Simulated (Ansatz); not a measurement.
Structure of amorphous silicon oxynitride (Si90O36N96) (periodic cell):

```xyz
222
Lattice="14.0821 -0.1296 -0.0793 -0.1296 13.8060 -0.2284 -0.0793 -0.2284 13.7579" Properties=species:S:1:pos:R:3 pbc="T T T"
Si     1.3222     8.2085    -0.0447
Si     8.0739    11.7361    -0.0948
Si     2.1791    10.2046     9.9260
Si    13.8139     6.3568     0.5571
Si     5.1484     5.8637     9.9227
Si     9.5097    11.7732     9.1563
Si    10.6368    10.2670     6.8293
Si     8.4558     1.6803    12.3075
Si     4.3764     5.5821     6.5760
Si     0.6897     1.2046     5.2791
Si    13.0259    -0.0168     0.4478
Si     6.3114    -0.1181     5.2167
Si    12.5288     8.4089     1.8287
Si     9.3916     6.9198    11.0095
Si    13.0424     3.0237     6.9771
Si     3.1338    12.2890    11.7653
Si     8.6103     5.2615     8.8952
Si     6.9755     4.2650    13.0930
Si     7.3907    10.4168     3.9628
Si    11.4736     9.5585     4.1706
Si     4.2625     9.3732     0.2397
Si     2.5831     5.3523     8.4078
Si    12.1862     2.9197    10.1104
Si     9.9444     1.0531     3.8031
Si    10.8885     0.7387    10.8340
Si     0.8717    12.9455     2.4482
Si     9.0317     5.2568     4.0189
Si     0.0210     0.2585     7.5294
Si     3.0603     2.6985     3.9364
Si    13.6770     9.5248     6.1844
Si     5.6992    10.8457     1.6938
Si    11.1332     2.2553     1.4993
Si     9.7722     3.9356     0.1106
Si     4.8272     6.2298     3.5406
Si    10.0803     7.3830     5.5926
Si     0.0094     2.1376    12.4645
Si     1.1690     8.0644     8.4089
Si    10.6623     6.8190     0.0836
Si     2.1107     3.0453    10.5566
Si     9.2992     7.9876     2.5735
Si     5.6436     1.7146    13.3038
Si     7.4852     2.5216     4.3165
Si    10.4814    13.3178    13.2395
Si     5.0300     2.9391     9.1609
Si    13.0083    11.8214    11.4689
Si     7.1398     8.4870     9.6195
Si     6.8328     8.2457     2.0978
Si     6.5773     4.0458     2.4294
Si     5.8826     7.2058    12.0432
Si     2.3813     9.2219     5.8615
Si    12.3440     6.0150    10.3392
Si     3.4348     4.7793     1.9740
Si     0.1761     4.8432     8.5214
Si     4.0051     9.6082     7.9356
Si     8.1721    11.7707     6.4135
Si     5.2174     0.9786     2.3851
Si     4.5044    11.3746     6.1976
Si     2.4457     6.7136     4.4051
Si     6.4856    11.3562     8.9182
Si     0.0726     0.2739    10.6391
Si     7.5817     8.9614     6.5868
Si     3.4031    13.5539     6.2899
Si     9.9042     7.7078     8.4369
Si     1.5118     4.2671     5.7863
Si    -0.1422     8.9169    11.1755
Si     5.9856    12.8164    11.5020
Si     7.1089     0.6263     9.4815
Si     2.1644    13.1076     9.0115
Si    12.4470     4.2265    12.8920
Si    12.4756     7.3585     7.5990
Si     0.9711    13.3194    13.3147
Si     8.9947     2.2639     9.3492
Si     4.0555     4.5086    12.5271
Si     0.6762     4.5154     3.0916
Si     8.0131     8.1822    13.1978
Si     7.8855    10.7395    11.3962
Si     4.2646    10.0175    11.2913
Si     1.2911    12.1047     5.2638
Si     3.4385    12.5518     1.0292
Si     9.9562    11.9729     4.2655
Si    11.7738     3.6219     4.2009
Si     7.5884    12.9296     2.5949
Si     7.3238     6.1607     6.3608
Si     4.8650     2.4423     6.1177
Si     8.1218     1.7217     1.5053
Si     1.4178     4.7569    13.6554
Si    11.8068    12.4796     8.6797
Si    11.2766     5.2309     7.1337
Si     8.1049     1.1067     6.4724
Si     4.3698     0.9186    10.5473
O      3.2576    13.5164     7.9030
O     12.5839    13.0202     7.3411
O      3.7243     1.3090     6.1540
O     12.9876    10.1524    11.3114
O      9.2817    11.0438    10.5853
O      6.7861     5.8370    12.7582
O      4.8172    13.4291     1.2723
O     10.9905    10.9596     3.5018
O      4.9731     3.2158     7.5323
O      8.6154     3.6766     8.6361
O      3.2678     6.4097     2.7668
O      3.9470     1.4460     3.3366
O      6.9351     7.6729     5.8483
O      7.2125     4.4585     1.0110
O     10.5526     4.7055     3.9035
O      4.9392     1.9841     0.9789
O      4.3113     3.3830     4.9024
O     10.4816    13.5068     4.2040
O      6.8792     8.8040     8.0347
O      2.7775     8.6421     0.5331
O      8.9281     6.4096     2.9099
O     11.4439     8.3076     8.4798
O      0.6737     8.9704    12.5868
O      2.5533     3.9635    11.9243
O      9.5204    12.4915     0.1698
O      7.4459     6.0166     8.0050
O     12.7680     9.1565     3.2297
O      6.0009     5.2242     6.1373
O     13.2799     7.2713    10.8623
O      5.7797     4.2922     9.7383
O      1.8236    11.4935     8.9364
O      6.0476     7.1201     3.0230
O      5.8802    10.8122     3.3728
O      8.5775     5.5565    10.5057
O      9.7800     5.5084     0.5033
O     10.9084     6.6876    10.5208
N      2.3504     3.6788     2.7032
N      2.6291    12.9391    13.3023
N      7.9183     8.9990     3.2408
N     13.8476     8.2845     7.2867
N     10.3952    13.2735     9.4145
N      4.0617     9.7237     6.0886
N      0.4228    12.8773    11.7205
N      9.9308     0.6619    12.3169
N      4.7178     8.7337    12.3860
N      2.5563    10.6773    11.5087
N      6.1623     7.2539    10.2751
N      8.3908    11.8036     3.6183
N      4.2361    11.0250     0.7943
N      4.0871     6.4484     5.0756
N      8.8240     0.4681     2.5007
N      1.3794     5.3863     4.4697
N     12.8748    12.5551     9.9429
N      6.4678     1.7683     5.6561
N      2.9951    12.0895     5.5048
N      6.5235    12.8544     9.7948
N     11.9692    12.5910    12.7001
N      8.1000    11.5378     8.1200
N      0.0181     3.7642    13.0252
N      8.9060     1.8252     5.0507
N      8.2642     1.1650     8.1725
N      1.6872     2.6103     5.0358
N      1.8264     8.2050     4.6852
N      8.0346     1.5672    10.6244
N      0.0552    12.8710     0.9113
N      6.7524     2.2540     2.6523
N      8.5215     3.4490    12.6090
N      0.8442     0.2496     9.0474
N     11.1503     2.1840     3.3038
N     12.6638     1.3934    11.0827
N      5.5940     1.3308     9.3123
N      8.8565     8.0723     9.7610
N      8.1915     7.9517     1.0903
N      7.6626     4.1927     3.8396
N     11.4636     3.4074     0.0550
N      4.7677    11.6623    11.6995
N      0.6060     5.2949     1.5350
N      1.0817     1.8165    11.1970
N      3.0555    13.4593    10.4419
N      3.6502     2.4464    10.1139
N     10.9452     7.9163     1.4700
N      3.7997     9.5101     9.6627
N      5.1110    13.0047     6.0455
N      0.1005     1.0062    13.7322
N      0.3473     0.2634     3.8715
N      6.3265    -0.1023     3.5387
N      0.9618     6.3706    13.2066
N     13.0389     3.2708     8.7047
N     12.0239     9.7960     5.8282
N      9.4348     8.6455     6.8857
N      0.9499    10.4887     5.8466
N     11.6135     3.7588     6.2171
N     10.5988     2.2229     9.9228
N     10.8819    11.0380     8.3270
N      8.8975     6.0418     5.5656
N      7.2909    10.4068     5.7231
N      1.6441     4.1501     9.3367
N      0.1636    12.4626     3.9713
N      5.1466    10.9927     7.8671
N      7.4107    12.2229    12.2054
N      5.0365     4.7273     2.6645
N     10.3215     8.2967     4.1512
N      5.4793     3.4029    12.7286
N      0.2060     4.3194     6.8568
N      5.6511     9.1325     1.2869
N      7.0926    11.8647     1.2836
N      0.9198     9.0350     9.8320
N      9.9873     5.9375     8.1375
N      4.2212     5.9910     8.4162
N     12.2538     4.4074    11.0969
N      3.2342     4.9400     0.3023
N      9.4586     2.7492     1.3162
N      7.3386     1.2705    13.6733
N     13.5815     1.4834     6.4620
N     12.1975     5.8520    13.5416
N     13.9419     8.0166     1.0619
N     13.2701     3.8333     3.5471
N      2.4526    12.6094     2.3293
N      8.1716     9.9307    12.9019
N      4.5210     5.8990    11.5758
N      2.4615     8.7895     7.5760
N      2.8432     4.7915     6.7714
N      9.5549     7.3820    12.6249
N     12.6592     5.8255     8.5188
N     11.5399     0.6549     0.9790
N      5.3346     0.5922    12.0128
N      7.6899    13.2973     5.8067
N      9.8018    11.4246     5.8922
N     11.5730     6.7338     6.2522
N      1.2135     6.3836     8.5306
N      1.1089    13.6473     6.1292
N      6.7691    10.1051    10.2155
```

Calculation: PBE, scalar-relativistic without spin-orbit coupling (plane waves to 420 eV, PAW; Ansatz, a quantum-chemistry and plane-wave program).

Preparation: random packing, a CHGNet melt and quench, and a DFT relaxation. O and N atoms were pushed apart under 1.9 Å during the dynamics, to hinder bonds among them. The hot cell started wider than the set density and was brought back towards it in steps. It is the lowest in DFT energy of 8 quenches. It is a model cell: composition and starting density were chosen by hand, and all elements were melted together. No dispersion term was used. Its density started from a set value of 2.81 and ended at 2.76 g/cm³. Cooling (nominally 360 K/ps over its main leg) ran many orders faster than in experiment, which tends to leave more defects and strain. One small periodic cell is one sample of the glass; other quenches scatter about these values. Volume and shape were free in the relaxation.

Cut-offs for bonds: Si-Si 2.60 Å, Si-O 1.98 Å, Si-N 2.18 Å, O-O 1.58 Å, O-N 1.64 Å, N-N 1.70 Å. Two cations that share two anions don't count as bonded, nor two that share one unless they lie closer than Si-Si 2.38 Å.

**Question.** Give the coordination numbers, mean bond lengths and angles.

**Answer.** 
| Property | Result |
|---|---|
| Mean coordination of Si by anions | 4.01 (3 with 3, 83 with 4, 4 with 5) |
| Mean coordination of O | 2.03 (35 with 2, 1 with 3) |
| Mean coordination of N | 3.02 (3 with 2, 88 with 3, 5 with 4) |
| Mean Si-N bond | 1.769 Å (spread 0.071 Å, 288 counted) |
| Mean Si-O bond | 1.654 Å (spread 0.049 Å, 73 counted) |
| Mean N-N bond | 1.641 Å (spread 0.000 Å, 1 counted) |
| Bond angle at Si | mean 109.2°, spread 14.2° |
| Bond angle at O | mean 133.5°, spread 16.2° |
| Bond angle at N | mean 116.0°, spread 17.7° |

**Question.** List the pairs of like atoms that count as bonded by the rules above.

**Answer.** N175-N188 (1.64 Å).
